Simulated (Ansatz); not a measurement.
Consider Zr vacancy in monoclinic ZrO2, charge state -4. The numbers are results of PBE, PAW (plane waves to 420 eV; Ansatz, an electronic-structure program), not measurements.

Settings: 96 host sites, the relaxed PBE lattice, the Γ point alone, smearing 0.01 eV, spin-restricted, no image-charge correction. Energies are static. The charge state is imposed; whether it is stable for some Fermi level was not computed. Forms of the defect that were not tried may lie lower.

Barriers: single points on a 2×2×2 k-point mesh shifted by half a step at the bands' geometries.

Relaxed starting cell (atoms counted from 1):

```
Zr31O64
1.0
   10.37868     0.00000     0.00000
    0.00000    10.48354     0.00000
   -1.80708     0.00000    10.60481
Zr O
31 64
Cartesian
 -0.11801   2.36933   9.06178
  0.78947   7.64131   3.77679
 -0.11569   7.61887   9.04694
  5.99134   2.40194   3.74351
  5.08529   2.37863   9.07304
  5.93989   7.64958   3.77138
  5.05978   7.61247   9.07289
  3.41457   2.82021   1.59166
  2.57051   2.83007   6.80328
  3.47596   8.11365   1.56174
  2.58650   8.12214   6.82400
  8.81054   2.83444   1.64822
  7.78250   2.85667   6.83599
  8.66190   8.08361   1.54948
  7.77784   8.08215   6.84643
  2.99074   4.95158   4.19435
  2.12692   4.97176   9.50588
  2.96998  10.36862   4.16498
  2.10671  10.25715   9.47366
  8.23734   4.99548   4.17895
  7.32188   4.99442   9.51315
  8.28429  10.28089   4.21361
  7.32475  10.24262   9.50494
  1.24579   0.25858   1.13499
  0.33225   0.29207   6.29955
  1.25832   5.47901   1.13169
  0.37631   5.42563   6.39958
  6.42242   0.24666   1.10981
  5.52431   0.21957   6.39741
  6.40585   5.43587   1.12782
  5.51490   5.46331   6.40487
 -0.42915   0.75687   4.50376
 -1.29515   0.80364   9.70958
 -0.40993   6.13487   4.51237
 -1.31766   6.12227   9.77371
  4.78332   0.89364   4.49174
  3.83411   0.90197   9.78368
  4.73721   6.14916   4.50276
  3.84137   6.13923   9.80385
  4.69645   4.32021   0.78370
  3.90669   4.26069   6.07808
  4.69685   9.58574   0.78481
  3.84529   9.53631   6.09936
  9.90202   4.38509   0.80565
  8.96515   4.38673   6.15994
  9.87099   9.56029   0.81144
  8.95886   9.57530   6.16733
  4.25850   3.49083   3.46953
  3.36593   3.52797   8.73807
  4.23816   8.79678   3.43989
  3.35327   8.76398   8.75464
  9.30906   3.57331   3.43411
  8.51358   3.48326   8.78838
  9.39635   8.69743   3.47138
  8.50945   8.70260   8.79302
  0.02683   1.69756   1.61530
 -0.87422   1.76202   7.12255
  0.01026   6.95298   1.85195
 -0.86503   6.98544   7.14120
  5.23978   1.73442   1.82808
  4.34662   1.71118   7.16099
  5.18616   6.95744   1.84945
  4.29301   6.93533   7.16592
  1.54198   4.01618   5.33908
  0.52433   3.87715  10.47283
  1.44420   9.13980   5.16835
  0.55302   9.11495  10.46969
  6.65135   3.88903   5.18545
  5.74372   3.88736  10.47961
  6.62622   9.13210   5.17775
  5.71681   9.10643  10.46825
  2.81806   1.35159   0.06420
  2.08835   1.23522   5.55596
  2.83025   6.58376   0.13333
  1.93640   6.63563   5.43181
  7.98806   1.31099   0.10319
  7.11623   1.35407   5.43481
  8.00281   6.57145   0.14053
  7.07531   6.61141   5.45338
  2.57449   1.15801   2.61445
  1.46510   1.29095   8.08666
  2.36900   6.57238   2.80269
  1.47686   6.48682   8.08009
  7.56859   1.26881   2.77680
  6.68125   1.26563   8.08440
  7.53657   6.51924   2.78644
  6.64689   6.50115   8.10563
  2.03207   4.10339   2.46369
  0.97585   3.94244   7.87513
  1.83957   9.18965   2.53235
  1.00916   9.21204   7.81703
  6.96586   3.98482   2.52549
  6.19701   3.96305   7.83583
  7.07245   9.20726   2.49575
  6.18547   9.20481   7.83390
```
Cell charge -4.

End state 1 differs by these moves (Å; atoms that move under 0.08 Å are left out):

```csv
atom,element,Δx,Δy,Δz
12,Zr,2.22,-0.44,2.01
18,Zr,0.09,-0.09,0.01
21,Zr,0.00,-0.06,0.09
22,Zr,-0.08,-0.05,-0.04
25,Zr,0.00,-0.06,0.09
26,Zr,-0.08,-0.05,-0.04
30,Zr,0.09,-0.09,0.01
32,O,-0.01,0.09,-0.01
37,O,-0.09,0.07,0.05
41,O,-0.09,0.07,0.05
44,O,-0.01,0.09,-0.01
52,O,0.13,-0.04,0.25
54,O,0.05,0.06,-0.02
56,O,0.13,-0.04,0.25
58,O,0.05,0.06,-0.02
64,O,-0.07,-0.10,-0.14
69,O,-0.18,0.11,-0.13
73,O,-0.18,0.11,-0.13
76,O,-0.07,-0.10,-0.14
80,O,-0.08,0.08,0.16
84,O,-0.14,-0.14,0.06
86,O,0.08,0.00,-0.02
88,O,-0.14,-0.14,0.06
90,O,0.08,0.00,-0.02
92,O,-0.08,0.08,0.16
```

Question: What forward and backward barriers to end state 1 does PBE, PAW give?

Answer: forward 1.98 eV, backward 1.98 eV; at the saddle point atom 12 has neighbours O at 1.88, O at 1.90, O at 2.00, O at 2.35 Å. The program found a first-order saddle point.
